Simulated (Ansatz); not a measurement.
## Fluorite PbF2 (high-temperature phase)

The numbers are results of PBE0 in Ansatz (PAW), not measurements.

Run with plane-wave cutoff 460 eV, 8×8×8 k mesh, Fermi–Dirac smearing 0.01 eV, scalar-relativistic PAW data made under PBE.

Cell: measured lattice: a = b = c = 5.9306 Å, α = β = γ = 90.00°.

```
Quantity                                                          Result
-------------------------------------------  ---------------------------
band gap                                     6.45 eV (on the SCF k mesh)
smallest direct gap on the k points sampled                      6.59 eV
direct gap at Γ                                                 11.58 eV
```

Note: cell and atoms aren't relaxed at this level (pressure 0.7 GPa).

Spin–orbit coupling is not included; with these elements it can move the gap by several tenths of an eV or more.

Static lattice: no zero-point or thermal effects.

Ansatz is a first-principles code.
